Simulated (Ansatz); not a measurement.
Start from CdSe in the zinc blende structure (space group F-43m, No. 216).

```
CdSe
1.0
    0.00000     3.06658     3.06658
    3.06658     0.00000     3.06658
    3.06658     3.06658     0.00000
Cd Se
1 1
Direct
  0.00000   0.00000   0.00000
  0.25000   0.25000   0.25000
```

Cartesian axes are those of the cell as printed.

Method: Ansatz (a quantum-chemistry and plane-wave program) r2SCAN, scalar-relativistic without spin-orbit coupling.

Strains are applied to the cell and any free atomic positions relax.

One change was made to it. Results:

| quantity | base | after |
|---|---|---|
| electron mass | 0.093 mₑ (at Γ) | 0.096 mₑ (at Γ) |
| pressure (mean of the normal stresses, compression positive) | 0.01 GPa | 1.67 GPa |

**Question.** Which change produced these results?
A) uniaxial strain ε_zz = −3.00 %
B) uniaxial strain ε_zz = −1.50 %
C) uniaxial strain ε_zz = −2.00 %
D) uniaxial strain ε_zz = −2.50 %
E) uniaxial strain ε_zz = −1.00 %

**Answer.** A, uniaxial strain ε_zz = −3.00 %. For comparison, the pressure in the other runs: uniaxial strain ε_zz = −1.00 % gives 0.54 GPa; uniaxial strain ε_zz = −2.50 % gives 1.38 GPa; uniaxial strain ε_zz = −2.00 % gives 1.09 GPa; uniaxial strain ε_zz = −1.50 % gives 0.81 GPa.

The levels and masses belong to the bands next to the band gap. Effective masses come from finite differences of ±0.01 Å⁻¹. Stability against distortions was not tested.
